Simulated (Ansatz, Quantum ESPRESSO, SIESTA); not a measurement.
## Code comparison for SnO2 (P4_2/mnm, 6 atoms in the cell)

Self-consistent single point.

```
CELL_PARAMETERS angstrom
      4.79341     0.00000     0.00000
      0.00000     4.79341     0.00000
      0.00000     0.00000     3.22675
ATOMIC_POSITIONS crystal
  Sn 0.50000 0.50000 0.50000
  Sn 0.00000 0.00000 0.00000
  O  0.19403 0.80597 0.50000
  O  0.80597 0.19403 0.50000
  O  0.69403 0.69403 0.00000
  O  0.30597 0.30597 0.00000
```

Shared settings, as Ansatz (a first-principles code) writes them: kpoints.mp_grid.grid = 4 4 5; magnetization.spin_orbit = true; scf.occupations.method = fermi_dirac; scf.occupations.width = 0.02 eV. Potentials and cutoffs stand in the table.

| code | model | pressure (GPa) | largest force (eV/Å) | gap on the mesh (eV) | cutoff |
|---|---|---|---|---|---|
| SIESTA | GGA PBE with spin-orbit coupling, numerical atomic orbitals TZP, PseudoDojo PBE fully relativistic norm-conserving potentials (rewritten from UPF to PSML) | – | 0.120 | 0.574 | grid 300 Ry |
| Quantum ESPRESSO | PBE, spin-orbit coupling, PseudoDojo fully relativistic norm-conserving (PBE) pseudopotentials | 2.98 | 0.042 | 0.853 | 85 Ry |
| Ansatz | PBE with spin-orbit coupling, PAW files | 2.65 | 0.039 | 0.854 | 420 eV |

A dash marks a value that a program does not give, or that is left out as unsure.

Gaps are read on the mesh.

The spread over the programs that give each value: pressure within 0.33 GPa; largest force within 0.081 eV/Å; gap on the mesh within 0.280 eV.

SIESTA uses small atom-centred bases, whose incompleteness enters pressures, forces and empty levels differently from a plane-wave cutoff. Ansatz's pressure is given at a fixed set of plane waves, as the other plane-wave codes print theirs; with its correction for the finite basis it is 3.01 GPa (the shift of 0.36 GPa shows how far the cutoff is from converged). In the gap, SIESTA (by 0.280) lies more than 0.12 eV from the median of the plane-wave programs.

The starting cell comes from a database of computed structures (which also holds hypothetical and non-ambient phases and stackings), without a prior relaxation at this level. Its lattice was rescaled by a random factor within 2.5 % of one.

Keys are those of Ansatz 0.2.
